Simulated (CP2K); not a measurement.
## A short convergence ladder for Ti (P-3m1, 2 atoms in the cell)

```yaml
crystal:
  lattice:
    - [2.93525, 0.00000, 0.00000]
    - [-1.46762, 2.54200, 0.00000]
    - [0.00000, 0.00000, 4.65660]
  atoms:
    - { symbol: Ti, position: [0.33333, 0.66667, 0.26074] }
    - { symbol: Ti, position: [0.66667, 0.33333, 0.75000] }
```

Base method: CP2K 2026.2 with LDA (Pade form), GPW, DZVP-MOLOPT-SR-GTH basis, GTH-PADE potentials (GTH_POTENTIALS).

Base settings: CUTOFF = 600 Ry; REL_CUTOFF = 50 Ry; SMEAR/METHOD = FERMI_DIRAC; ELECTRONIC_TEMPERATURE = 1160.45 K; KPOINTS/SCHEME = MONKHORST-PACK 5 5 3; XC_FUNCTIONAL = PADE; Ti/BASIS_SET = DZVP-MOLOPT-SR-GTH-q12; Ti/POTENTIAL = GTH-PADE-q12; METHOD = GPW; EPS_DEFAULT = 1e-10.

**The setting basis**

Level: DFT LDA (Pade form), GPW, TZV2P-MOLOPT-SR-GTH basis, GTH-PADE potentials (GTH_POTENTIALS).

Moved along: Ti/BASIS_SET.

The second cell is the first with its lattice scaled by 0.98.

The mesh stays at the base's, so the ladder's end is converged at best in this setting alone.

The sets are ordered by size and need not be nested.

Only quantities that move along the ladder and can be compared are tabulated.

```csv
basis (functions),free energy less the last step's (meV/atom),energy of the compressed cell less the first (meV/atom),pressure (GPa),largest difference of a force vector from the last step's (eV/Å)
SZV-MOLOPT-SR-GTH-q12 (20),1892.33,-84.85,-16.04,0.061
DZVP-MOLOPT-SR-GTH-q12 (52),99.05,-29.66,-7.88,0.000
TZVP-MOLOPT-SR-GTH-q12 (70),3.93,-28.33,-7.66,0.001
TZV2P-MOLOPT-SR-GTH-q12 (84),0.00,-28.25,-7.63,0.000
```

Coarsest basis (functions) that holds the free energy within 5 meV/atom: not settled: the last two steps still differ by 3.9 meV/atom, over half the tolerance, so the ladder does not show it.

Coarsest basis (functions) that holds the pressure within 0.1 GPa of the last step, with all finer ones: TZVP-MOLOPT-SR-GTH-q12 (70); the step before is off by 0.24 GPa.

Coarsest basis (functions) that holds the energy of the compressed cell less the first within 1 meV/atom of the last step, with all finer ones: TZVP-MOLOPT-SR-GTH-q12 (70); the step before is off by 1.4 meV/atom.

On the base run: the starting cell has typed, rounded lattice constants, without a prior relaxation at this level. Its lattice was rescaled by up to half a per cent. One atom was moved a little off its site on purpose. Spin polarisation is off. Values carry the incompleteness of an atom-centred basis. In the base run, with a pressure of about -8 GPa the cell is away from its equilibrium volume at this level. Without a gap this mesh is coarse (it stands for a supercell whose shortest vector is 14 Å).
